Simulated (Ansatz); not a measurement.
**The (111)A surface of zinc-blende InAs, In-terminated, SH on every top atom (bottom of the slab: 3 H on 4 bottom sites)**

Calculation: PBE (plane waves to 420 eV, PAW; Ansatz, a program for electronic structure).

Model: 43-atom slab, 15.9 Å thick at the start with caps and adatoms, 3x3x1 mesh, Fermi-Dirac 0.025 eV, dipole correction, 8 atoms held, the rest relaxed; no symmetry held; spin-polarised, no spin-orbit, no U. The slab shows no gap over 0.04 eV on its mesh. The starting moment vanished. It is one candidate, not shown to be the stable structure of the face.

| Quantity | Value |
|---|---|
| work function of the top face | 6.39 eV |
| energy released by relaxation | 0.85 eV |
| cost | about 7 core-hours (a rough figure) |
